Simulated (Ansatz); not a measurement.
**BN under a change: B → Al**

Take BN in the zinc blende structure (space group F-43m, No. 216; a = 3.606 Å) as the base.

Perturbation: every B is replaced by Al; the structure is relaxed again.

Computed with Ansatz (an electronic-structure program) PBEsol, spin-orbit coupling left out. Settings: 13×13×13 k-points, 0.05 eV Fermi–Dirac smearing, for the changed cell.

The volume per atom increases by 4.63 Å³ (5.86 Å³ → 10.49 Å³) and the density shrinks by 0.27 g/cm³ (3.52 g/cm³ → 3.25 g/cm³). The shortest interatomic distance grows by 0.3343 Å, from 1.561 Å to 1.896 Å and the band gap falls by 1.11 eV, from 4.30 eV to 3.19 eV. The gap character is still indirect, Γ → X and the smallest direct gap decreases by 4.75 eV to 4.06 eV. The width of the top valence band decreases by 3.92 eV, from 6.64 eV to 2.72 eV and the electron mass changes from 0.89 mₑ along k, 0.29 mₑ across (at X) to 0.52 mₑ along k, 0.32 mₑ across (at X).

Final structure:

```
CELL_PARAMETERS angstrom
      0.00000     2.18885     2.18885
      2.18885     0.00000     2.18885
      2.18885     2.18885     0.00000
ATOMIC_POSITIONS crystal
  N  0.75000 0.75000 0.75000
  Al 0.00000 0.00000 0.00000
```

Effective masses come from finite differences of ±0.01 Å⁻¹. Along k means along the line from Γ to the band edge. Stability against distortions was not tested. This is not the structure that AlN has at room temperature and ambient pressure.
